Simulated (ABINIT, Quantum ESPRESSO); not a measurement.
An ABINIT input for a self-consistent single point of TiO₂ (I4_1/amd, 6 atoms in the cell) (DFT, PBE, plane waves, PAW (JTH v2.0 PBE PAW)):

```
# TiO2, JTH v2.0 PBE PAW
pp_dirpath "./"
pseudos "Ti.GGA_PBE-JTH.xml, O.GGA_PBE-JTH.xml"
acell 3*1.0
rprim
        -3.5047805570    3.5047805570    8.8059347681
         3.5047805570   -3.5047805570    8.8059347681
         3.5047805570    3.5047805570   -8.8059347681
natom 6
ntypat 2
znucl 22 8
typat 1 1 2 2 2 2
xred
         0.7500000000    0.2500000000    0.5000000000
         0.0000000000    0.0000000000    0.0000000000
         0.5420000000    0.0420000000    0.5000000000
         0.7920000000    0.7920000000    0.0000000000
         0.2080000000    0.2080000000    0.0000000000
         0.9580000000    0.4580000000    0.5000000000
ecut 30
pawecutdg 60
pawovlp -1
pawxcdev 0
ixc 11
occopt 3
tsmear 0.00183747
nband 31
kptopt 1
ngkpt 6 6 6
nshiftk 1
shiftk 0 0 0
nstep 100
tolvrs 1.0e-10
prtwf 0
prtden 0
enunit 1
```

### Question
Write the same calculation as an input for Quantum ESPRESSO.

### Answer
This is the input that was run; spellings and numerical settings could be chosen otherwise.

```fortran
&CONTROL
  calculation = 'scf',
  prefix = 'tio2',
  outdir = './tmp',
  pseudo_dir = './',
  tprnfor = .true.,
  tstress = .true.,
/
&SYSTEM
  ibrav = 0,
  nat = 6,
  ntyp = 2,
  ecutwfc = 85,
  occupations = 'smearing',
  smearing = 'fd',
  degauss = 0.0036749,
/
&ELECTRONS
  conv_thr = 1.0d-9,
  mixing_beta = 0.3,
/
ATOMIC_SPECIES
Ti    47.8670  Ti.upf
O     15.9990  O.upf
ATOMIC_POSITIONS {alat}
Ti    0.00000000    0.34683553    0.43572073
Ti    0.00000000    0.00000000    0.00000000
O     0.00000000    0.34683553    0.07320108
O     0.00000000    0.00000000    1.38036328
O     0.00000000    0.00000000    0.36251965
O     0.00000000    0.34683553    0.79824038
K_POINTS {automatic}
6 6 6  0 0 0
CELL_PARAMETERS {bohr}
  -3.50478056     3.50478056     8.80593477
   3.50478056    -3.50478056     8.80593477
   3.50478056     3.50478056    -8.80593477
```

Basis settings and potentials, where a program has them, do not carry over. This input uses DFT, PBE, plane waves, PseudoDojo standard norm-conserving (PBE) pseudopotentials.

The starting cell has typed, rounded lattice constants, without a prior relaxation at this level. For this run, on top of that: lattice scaled by 0.98.
